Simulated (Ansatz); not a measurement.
## A computed series for ZnS: response to strain

The parent structure is ZnS in the zinc blende structure (space group F-43m, No. 216; a = 5.3904 Å). Axes: x, y, z lie along the cube axes.

Strains are applied to the cell and any free atomic positions relax.

Method: r2SCAN in Ansatz (plane waves to 500 eV, PAW, no spin-orbit coupling), earlier PAW set.

Candidates:
(a) tensor shear ε_xy = −3.43 %
(b) uniaxial strain ε_xx = −0.35 %
(c) isotropic strain +0.73 %
(d) uniaxial strain ε_xx = −5.50 %
(e) tensor shear ε_xy = +0.99 %

Notes on the quantities. energy relative to the base: free energy F.

### Question
Order them by energy relative to the base, lowest first.

### Answer
(b) uniaxial strain ε_xx = −0.35 % (+0.1 meV/atom), (e) tensor shear ε_xy = +0.99 % (+1.2 meV/atom), (c) isotropic strain +0.73 % (+2.2 meV/atom), (a) tensor shear ε_xy = −3.43 % (+14 meV/atom), (d) uniaxial strain ε_xx = −5.50 % (+21 meV/atom)

Whether these cells are dynamically stable was not tested.

Ansatz is a first-principles code.
